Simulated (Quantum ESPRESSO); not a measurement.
Quantum ESPRESSO run on Li3YSb2 (P-3m1, 6 atoms in the cell): self-consistent single point.

Computed with LDA (PW92), PseudoDojo standard norm-conserving (LDA) pseudopotentials (plane waves; Quantum ESPRESSO).

```
Li3YSb2
1.0
    4.53148     0.00000     0.00000
   -2.26574     3.92438     0.00000
    0.00000     0.00000     7.18739
Li Y Sb
3 1 2
Direct
  0.33333   0.66667   0.65101
  0.66667   0.33333   0.34899
  0.00000   0.00000   0.50000
  0.00000   0.00000   0.00000
  0.33333   0.66667   0.24925
  0.66667   0.33333   0.75075
```

Reference input (self-consistent single point, DFT, PBEsol, plane waves, PseudoDojo standard norm-conserving (PBESOL) pseudopotentials): ecutwfc = 80 Ry; occupations = smearing; smearing = fd; degauss = 0.0099958 Ry; potentials = {Li: Li.upf, Y: Y.upf, Sb: Sb.upf}; K_POINTS = automatic 6 6 3 0 0 0; conv_thr = 1e-10 Ry; mixing_beta = 0.3. This run's input differs from it in these lines:

```diff
@@ -12,3 +12,3 @@
  ntyp = 3,
- ecutwfc = 80,
+ ecutwfc = 85,
  occupations = 'smearing',
```

Its files differ too (potentials: PseudoDojo standard norm-conserving (LDA)).

Log, with long lists cut:

```
     Self-consistent Calculation

     iteration #  1     ecut=    85.00 Ry     beta= 0.30

     Threshold (ethr) on eigenvalues was too large:
     Diagonalizing with lowered threshold

     total energy              =    -487.58177888 Ry
     estimated scf accuracy    <       0.22563686 Ry

     iteration #  2     ecut=    85.00 Ry     beta= 0.30

     total energy              =    -487.62183402 Ry
     estimated scf accuracy    <       0.03651770 Ry

     iteration #  3     ecut=    85.00 Ry     beta= 0.30

     total energy              =    -487.62400884 Ry
     estimated scf accuracy    <       0.00728721 Ry

   [... 9 blocks of this kind left out ...]

     iteration # 13     ecut=    85.00 Ry     beta= 0.30

     total energy              =    -487.62498109 Ry
     estimated scf accuracy    <          3.1E-10 Ry

     iteration # 14     ecut=    85.00 Ry     beta= 0.30
     End of self-consistent calculation

     the Fermi energy is     8.0045 ev

!    total energy              =    -487.62498109 Ry
     estimated scf accuracy    <          2.7E-11 Ry
     smearing contrib. (-TS)   =      -0.00276189 Ry
     internal energy E=F+TS    =    -487.62221920 Ry

     convergence has been achieved in  14 iterations

     Forces acting on atoms (cartesian axes, Ry/au):

     atom    1 type  1   force =     0.00000000    0.00000000    0.00028845
     atom    2 type  1   force =     0.00000000   -0.00000000   -0.00028845
     atom    3 type  1   force =     0.00000000   -0.00000000    0.00000000
     atom    4 type  2   force =     0.00000000   -0.00000000    0.00000000
     atom    5 type  3   force =     0.00000000   -0.00000000   -0.00435672
     atom    6 type  3   force =     0.00000000    0.00000000    0.00435672

     Total force =     0.006175     Total SCF correction =     0.000016

          total   stress  (Ry/bohr**3)                   (kbar)     P=      -33.51
  -0.00021941  -0.00000000   0.00000000          -32.28       -0.00        0.00
  -0.00000000  -0.00021941  -0.00000000           -0.00      -32.28       -0.00
   0.00000000  -0.00000000  -0.00024463            0.00       -0.00      -35.99

   JOB DONE.
```

The run converged in 14 iterations. Against the reference run the pressure goes from -1.69 to -3.35 GPa and the largest force goes from 0.102 to 0.112 eV/Å.

The starting cell comes from a database of computed structures (which also holds hypothetical and non-ambient phases and stackings), without a prior relaxation at this level. With a pressure of about -3 GPa the cell is away from its equilibrium volume at this level.

Cost on one core of a shared machine: roughly 80 s.
